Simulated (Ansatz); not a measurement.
The reference is Tb in the hcp (Mg type) structure (space group P6_3/mmc, No. 194; a = 3.602 Å, c = 5.781 Å; ferromagnetic).

Level of theory: PBE in Ansatz (plane waves to 420 eV, PAW, no spin-orbit coupling), earlier PAW set.

For the base:

Lattice parameter a: 6.807 bohr
c/a ratio: 1.605

One thing is altered: every Tb is replaced by Mg, then cell and atoms are relaxed.

Tabulated Pauling electronegativity and covalent radius: Tb 1.10, 1.94 Å; Mg 1.31, 1.41 Å.

### Question
What does the calculation give for the lattice parameter a after the change?

### Answer
The lattice parameter a drops by 0.786 bohr to 6.021 bohr.

### Question
Predict the new c/a ratio.

### Answer
The c/a ratio increases by 0.034 (1.605 → 1.639).

The magnetic state is the one reached from the starting moments; the real material's order can differ, and small cells can't hold many antiferromagnetic ones. Open 4f shells without U are poorly described, and the f state was not checked. No phonon test of stability was made.

Ansatz is a program for electronic structure.
